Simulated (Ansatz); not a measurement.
Start from Al3Pt2 (space group P-3m1, No. 164; a = 4.204 Å, c = 5.184 Å; a cell from a computed database, its experimental status unchecked). Axes: x lies along a and z along c of the hexagonal cell.

One thing is altered: biaxial strain −0.22 %, plane normal [001], relaxed out of plane (Cartesian); in-plane vectors clamped, the third vector and the atoms free.

Levels (all Ansatz, a quantum-chemistry and plane-wave program, PAW): PBEsol (420 eV, no spin-orbit coupling); PBEsol+SOC (420 eV, with spin-orbit coupling).

The geometry is relaxed with PBEsol.

```
Property          Result
---------------  -------
PBEsol pressure  0.5 GPa
```

With PBEsol+SOC at the same geometry, the pressure shrinks by 0.5 GPa (0.5 GPa → 0.0 GPa).

Single points use the geometry relaxed with PBEsol. The spin-orbit shifts are approximate. Stability against distortions was not tested. The runs without spin-orbit coupling are not spin-polarised.
